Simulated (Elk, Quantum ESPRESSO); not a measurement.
## Equation of state of antifluorite Mg2Sn (space group 225): energy against volume (Elk, LDA)

```
CELL_PARAMETERS angstrom
      0.00000     3.24854     3.24854
      3.24854     0.00000     3.24854
      3.24854     3.24854     0.00000
ATOMIC_POSITIONS crystal
  Mg 0.25000 0.25000 0.25000
  Mg 0.75000 0.75000 0.75000
  Sn 0.00000 0.00000 0.00000
```

Method of the run: LDA (PW92), all-electron FP-LAPW, Elk's shipped species files, APW+lo basis with extra local orbitals (Elk). Settings: xctype = 3; rgkmax = 9.12; stype = 3; swidth = 0.000367493 Ha; ngridk = 9 9 9; gmaxvr = 14 1/bohr; nxlo = 2; lorbcnd = true; lmaxi = 3; sphere radii = {Mg: 2.2, Sn: 2.6} bohr. The cell above is the first row's. The rows scale it uniformly. In all rows fractional positions and the k mesh are held. E is the free energy at the stated smearing, counted from the lowest row.

```
V (Å^3/atom)  E (meV/atom)
------------  ------------
22.855               22.12
23.351               11.18
23.848                4.07
24.345                0.49
24.842                0.00
25.339                2.29
25.836                7.13
26.332               14.26
26.829                   ?
```

The 8 complete rows are fitted with the third-order Birch-Murnaghan form, a cubic in V^(-2/3), E against V. With u = V^(-2/3) - 0.118, the rows have u = 0.006169, 0.004404, 0.002698, 0.001049, -0.000544, -0.002085, -0.003576, -0.005018. Least squares gives E = -0.181 + 15.2·u + 579414·u² + 649941·u³. Residuals (row less fit): 0.004, 0.001, -0.020, 0.017, 0.018, -0.010, -0.014, 0.010; standard error 0.019 (degrees of freedom: 4). Its minimum lies at u = -0.000013, so V0 = (0.117987)^(-3/2) = 24.67. There d²E/du² = 1159000 and d³E/du³ = 3900000, so B0 = (4/9) × 24.67^(-7/3) × 1159000 × 0.160218 = 46.6 GPa (the last factor turns the table's units into GPa), and B0' = 4 + (2/3) × 0.117987 × (3900000)/1159000 = 4.3.

Question: What does the fit predict for E at V = 26.829, and how far is the calculated value from it?

Answer: u = -0.006417, so E = -0.181 + 15.2 × (-0.006417) + 579414 × (-0.006417)² + 649941 × (-0.006417)³ = 23.409 meV/atom. The calculation gives 23.42 meV/atom, 0.011 meV/atom above the prediction (under 0.05 % of the range of E in the table). The row lies outside the fitted rows, so this is an extrapolation. From the scatter of the fitted rows alone, a prediction at this place has a standard error of 0.046 meV/atom, so the miss is 0.2 times that.

Carrying the step between the two nearest rows on in a straight line would have given 21.40, off by 2.02; series whose last step already gives the withheld value aren't shown. The scan was laid around a cell of about the measured size, scaled by a guess for this functional. The runs keep the symmetry of the cell, so they don't test it for distortions. A plane-wave scan with the same functional (Quantum ESPRESSO, GBRV) gives V0 = 24.64 Å^3/atom and B0 = 46.8 GPa; a Birch-Murnaghan fit to all rows here lies 0.1 % from it in V0 and 0 % in B0; the two differ in basis, and may differ in potentials and mesh. Values depend on the basis (sphere radii, cutoffs, local orbitals), which need not be converged. Sphere radii are the same in all rows. Cutoffs and mesh are single choices, not tested for convergence of this quantity. Series with a scatter that would blur these digits, or in which a gap closes, are not shown. Nor are scans whose minimum lies at an end fitted in this form.
